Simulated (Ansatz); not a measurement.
## A computed series for HgTe: response to strain

Take HgTe in the zinc blende structure (space group F-43m, No. 216; a = 6.510 Å) as the base. Axes: x, y, z lie along the cube axes.

Strains are applied to the cell and any free atomic positions relax.

All numbers come from Kohn–Sham DFT with the PBEsol functional, run in Ansatz (a quantum-chemistry and plane-wave program) with PAW and 420 eV plane waves, spin-orbit coupling left out.

Notes on the quantities. energy relative to the base: free energy F.

```csv
change,energy relative to the base,volume per atom
base,0 meV/atom,34.48 Å³
tensor shear ε_xy = +1.14 %,+1.2 meV/atom,34.48 Å³
tensor shear ε_xy = +1.71 %,+2.6 meV/atom,34.47 Å³
tensor shear ε_xy = +0.57 %,+0.3 meV/atom,34.48 Å³
tensor shear ε_xy = +0.86 %,…,34.48 Å³
tensor shear ε_xy = +0.29 %,+0.1 meV/atom,34.48 Å³
tensor shear ε_xy = +1.43 %,+1.8 meV/atom,34.48 Å³
tensor shear ε_xy = +2.00 %,+3.6 meV/atom,34.47 Å³
```

Q: Complete the table.

A: 
- tensor shear ε_xy = +0.86 %, energy relative to the base: +0.7 meV/atom

No phonon test of stability was made. The final runs are not spin-polarised.
